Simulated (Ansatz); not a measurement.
Base system: TiN in the rock salt structure (space group Fm-3m, No. 225; a = 4.234 Å; relaxed with 0.1 eV smearing). Axes: x, y, z lie along the cube axes.

All numbers come from r2SCAN/PAW in Ansatz (a quantum-chemistry and plane-wave program), without spin-orbit coupling, earlier PAW set.

Perturbation: compressive biaxial strain of 4.88 % in the plane normal to [001], as in epitaxy on a mismatched substrate; the out-of-plane cell vector and the atoms relax.

**Question.** What does the calculation give for the energy relative to the base after the change?

**Answer.** The energy goes up by 118 meV/atom.

**Question.** What does the calculation give for the ratio −ε⊥/ε∥ after the change?

**Answer.** The ratio −ε⊥/ε∥ comes out as 0.47.

**Question.** How does this affect the in-plane stress?

**Answer.** The mean in-plane stress (compression positive) is +46.3 GPa.

No phonon test of stability was made. The final runs are not spin-polarised. An odd electron count without spin: TiN.
